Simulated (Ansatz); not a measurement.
Ansatz (a quantum-chemistry and plane-wave program) run on RbCl (P6_3mc, 4 atoms in the cell): self-consistent single point.

Method: PBEsol, harder PAW files (source: ansatz) made with PBE (plane waves; Ansatz).

```
RbCl
1.0
    5.10527     0.00000     0.00000
   -2.55263     4.42129     0.00000
    0.00000     0.00000     8.36125
Rb Cl
2 2
Direct
  0.66667   0.33333   0.00000
  0.33333   0.66667   0.50000
  0.66667   0.33333   0.62520
  0.33333   0.66667   0.12520
```

Reference input (self-consistent single point, DFT, PBE, plane waves, harder PAW files (source: ansatz)): basis.ecutwfc = 660 eV; kpoints.mp_grid.grid = 4 4 2; hamiltonian.xc = pbe; hamiltonian.pseudopotentials = {kind: paw, source: ansatz}; scf.occupations.method = cold; scf.occupations.width = 0.136 eV. This run's input differs from it in these lines:

Ansatz 0.2 input:
```diff
@@ -15,3 +15,3 @@
 hamiltonian:
-  xc: pbe
+  xc: pbesol
   pseudopotentials: { kind: paw, source: ansatz }
```

Output, abridged:

```
SCF iter   1: F=—  HF=-8576.996910 eV  |F-HF|=—  |Δ(HF+E_count)|=         —  Δρ=4.08e-2  dr2=4.99e0  ethr=3.10e-3  ⟨swp⟩=12.1  Hψ=1213  notcnv=0
all-band conjugate gradients solve this SCF's bands
preconditioner: auto → Resta (q_TF=auto, 2.030 Å⁻¹)
SCF iter   2: F=—  HF=-8575.240277 eV  |F-HF|=—  |Δ(HF+E_count)|=    1.76e0  S|Δr|=    0.00e0  Δρ=1.46e-2  dr2=5.70e-1  ethr=3.10e-3  ⟨swp⟩=4.2  Hψ=441  notcnv=0
   [... lines left out ...]
SCF iter   6: F=—  HF=-8575.091070 eV  |F-HF|=—  |Δ(HF+E_count)|=   1.43e-3  S|Δr|=    0.00e0  Δρ=5.35e-5  dr2=6.63e-6  ethr=9.09e-7  ⟨swp⟩=2.5  Hψ=358  notcnv=0
SCF iter   7: F=—  HF=-8575.091084 eV  |F-HF|=—  |Δ(HF+E_count)|=   1.42e-5  S|Δr|=    0.00e0  Δρ=1.40e-5  dr2=5.23e-7  ethr=2.07e-8  ⟨swp⟩=2.6  Hψ=331  notcnv=0
SCF iter   8: F=-8575.091087 eV  HF=-8575.091087 eV  |F-HF|=8.10e-8  |Δ(HF+E_count)|=   2.81e-6  S|Δr|=    0.00e0  Δρ=2.83e-6  dr2=2.29e-8  ethr=3.13e-10  ⟨swp⟩=15.1  Hψ=1514  notcnv=0
SCF 1 converged in 8 iterations: F = -8575.091087 eV  dr2 = 2.29e-8
Stability not checked (fill_not_monotonic)
Free energy (F): -8575.091087 eV
Internal energy: -8575.091087 eV  (E = F + TS)
E sigma→0 (E₀):  -8575.091087 eV
Fermi energy:    1.578878 eV
--- Forces (eV/Å), atoms counted from 1 ---
  atom   1  Rb    -0.00000000     0.00000000     0.01402753
  atom   2  Rb     0.00000000    -0.00000000     0.01402753
  atom   3  Cl     0.00000000    -0.00000000    -0.01393246
  atom   4  Cl    -0.00000000     0.00000000    -0.01393246
--- Stress (GPa, compression-positive) ---
        0.339701      -0.000000       0.000000
        0.000000       0.339701       0.000000
       -0.000000       0.000000       0.104193
  P = ⅓ Tr σ = 0.2612 GPa (2.612 kbar)
  The stress holds the Pulay correction. Without it, at fixed plane waves, as pw.x and ABINIT print it: P = 0.2602 GPa
```

The run converged in 8 iterations. Against the reference run the pressure goes from 0.92 to 0.26 GPa, the largest force moves little (0.013 to 0.014 eV/Å) and the gap on the mesh goes from 4.606 to 4.639 eV.

The starting cell was generated: these elements placed on a structure prototype, without a prior relaxation; it need not be a known phase or ordering of this composition. Ansatz's pressure includes its estimate of the finite-basis (Pulay) stress.
